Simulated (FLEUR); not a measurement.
A self-consistent single point of BaN₂ (C2/c, 6 atoms in the cell) with FLEUR.

Level of theory: FLEUR with LDA (Perdew-Zunger), all-electron FLAPW (FLEUR), scalar-relativistic valence.

```yaml
crystal:
  lattice:
    - [3.58665, -2.22648, 0.00000]
    - [3.58665, 2.22648, 0.00000]
    - [-1.90633, 0.00000, 7.06027]
  atoms:
    - { symbol: Ba, position: [0.20407, 0.79593, 0.75000] }
    - { symbol: Ba, position: [0.79593, 0.20407, 0.25000] }
    - { symbol: N, position: [0.44393, 0.15001, 0.54520] }
    - { symbol: N, position: [0.55607, 0.84999, 0.45480] }
    - { symbol: N, position: [0.84999, 0.55607, 0.95480] }
    - { symbol: N, position: [0.15001, 0.44393, 0.04520] }
```

Reference input (self-consistent single point, DFT, PBEsol, all-electron FLAPW (FLEUR), scalar-relativistic valence): Kmax = 4.7 1/bohr; GmaxXC = 16.4 1/bohr; xcFunctional = PBEs; jspins = 1; l_soc = F; mode = hist; fermiSmearingEnergy = 0.00367493 Htr; mesh (inpgen div1-3) = 6 6 3; inpgen gamma flag = true; Gmax = 16.4 1/bohr; numbands = 0; maxIterBroyd = 40. This run's input differs from it in these lines:

```diff
@@ -18,3 +18,3 @@
 &comp jspins=1 /
-&exco xctyp='PBEs' /
+&exco xctyp='pz' /
 &kpt div1=6 div2=6 div3=3 gamma=t /
@@ -31,3 +31,3 @@
       <coreElectrons ctail="T" frcor="F" kcrel="0" coretail_lmax="0"/>
-      <xcFunctional name="PBEs" relativisticCorrections="F"/>
+      <xcFunctional name="pz" relativisticCorrections="F"/>
       <magnetism jspins="1"/>
```

Log, with long lists cut:

```
 Iteration:     1   Distance:      12.15297244 me/bohr^3
 Iteration:     2   Distance:      11.03058344 me/bohr^3
 Iteration:     3   Distance:       6.53425466 me/bohr^3
 Iteration:     4   Distance:       4.06021041 me/bohr^3
 Iteration:     5   Distance:       0.68789371 me/bohr^3
   [... 7 lines left out ...]
 Iteration:    13   Distance:       0.00010489 me/bohr^3
 Iteration:    14   Distance:       0.00008592 me/bohr^3
 Iteration:    15   Distance:       0.00001144 me/bohr^3
 Iteration:    16   Distance:       0.00000193 me/bohr^3
 Reset of history
 Run finished successfully
 Stop message:
   Structural relaxation: new displacements generated

[file out, last iteration]
             iter=     17
[...]
          total density-effective poten   -2.7660554265E+04
          total charge density-energy d   -4.0991937842E+02
 Updated energy parameters for spin:           1
[...]
 fermi energy and band-weighting factors:

[...]
FERMIE:
          first approx. to ef    (T=0)  :   0.509785 htr   (energy of the highest occ. eigenvalue)
          number of occ. states  (T=0)  :        682
          first approx. to seigv (T=0)  :   2.845669 htr
          sum of weights of occ. states :  20.000000
          sum of semicore charge        :   0.000000 e
FERHIS:  Fermi-Energy by histogram:
          bandgap                     :   0.000158 htr
   [... lines left out ...]
          charge neutrality (T=0)     :   0.000000    (zero if the highest occ. eigenvalue is "entirely" occupied)
     EF_NEWTON:  Adjust Fermi-Energy by Newton-Method.
 Direct bandgap for spin            1 :    5.2539930182097239E-003  Htr
 ---->    free energy=                    -16483.8271247940 htr
   [... lines left out ...]
      extrapolation for T->0
 ---->    total electron energy=          -16483.8251412558 htr
 ***** TOTAL FORCES ON ATOMS *****
 TOTAL FORCE FOR ATOM TYPE=  1  X=  0.901   Y= -1.717   Z= -3.335
                       FX_TOT= 0.000000 FY_TOT=-0.005020 FZ_TOT= 0.000000
 TOTAL FORCE FOR ATOM TYPE=  2  X=  5.664   Y= -1.237   Z= -6.068
                       FX_TOT=-0.004145 FY_TOT=-0.007781 FZ_TOT=-0.005356
```

The run converged in 16 iterations. FLEUR gives forces in its relaxation mode, with a further iteration, so its stop message speaks of a relaxation. Against the reference run the largest force goes from 0.225 to 0.530 eV/Å.

The starting cell comes from a database of computed structures (which also holds hypothetical and non-ambient phases and stackings), without a prior relaxation at this level. Values depend on the basis (sphere radii, cutoffs, local orbitals), which need not be converged. No gap is read from this output. The log's line on a gap gives a spacing of levels on this mesh, which the program prints for metals too.

Cost on one core of a shared machine: roughly 6 min.
